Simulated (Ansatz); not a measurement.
# What uniaxial strain ε_zz = +3.00 % does to AlN

The reference is AlN in the zinc blende structure (space group F-43m, No. 216; a = 4.342 Å). Axes: x, y, z lie along the cube axes.

Now apply this change: uniaxial strain ε_zz = +3.00 %, all other strain components held at zero, atoms relaxed at fixed cell.

Method: LDA (Ansatz, a first-principles code, PAW, no SOC). Γ-centred 13×13×13 mesh, Fermi–Dirac width 0.05 eV.

| quantity | base | changed | shift |
|---|---|---|---|
| volume per atom | 10.23 Å³ | 10.54 Å³ | +0.31 Å³ |
| space group | F-43m (No. 216) | I-4m2 (No. 119) | – |
| energy relative to the base (free energy F) | 0 meV/atom | +8.5 meV/atom | +8.5 meV/atom |
| pressure (mean of the normal stresses, compression positive) | 0.00 GPa | -5.93 GPa | -5.93 GPa |
| band gap | 3.25 eV | 3.15 eV | -0.107 eV |
| gap character | – | indirect, k = (0.077, 0.077, 0.154) in the run's primitive reciprocal basis → X | – |
| smallest direct gap | 4.39 eV | 4.08 eV | -0.31 eV |
| electron mass | 0.52 mₑ along k, 0.32 mₑ across (at X) | 0.51 mₑ along k, 0.33 mₑ across (at X) | – |
| valley order (the lowest conduction-band minima on the path, energy above the VBM, named in the base's zone) | X along ⟨100⟩ 3.25 eV; Γ 4.39 eV | X along [010] 3.15 eV; X along [001] 3.29 eV; Γ 4.07 eV | – |
| stress (xx, yy, zz, yz, xz, xy; compression positive) | – | (-4.45, -4.45, -8.89, 0.00, 0.00, 0.00) GPa | – |

Final structure:

```
AlN
1.0
    0.00000     2.17113     2.23627
    2.17113     0.00000     2.23627
    2.17113     2.17113     0.00000
Al N
1 1
Cartesian
  0.00000   0.00000   0.00000
  1.08557   1.08557   1.11813
```

Masses are band curvatures over ±0.01 Å⁻¹ around the edge. Along k means along the line from Γ to the band edge. Stability against distortions was not tested. This is not the structure that AlN has at room temperature and ambient pressure. Labels are those of the standard path for the cell's own space group.
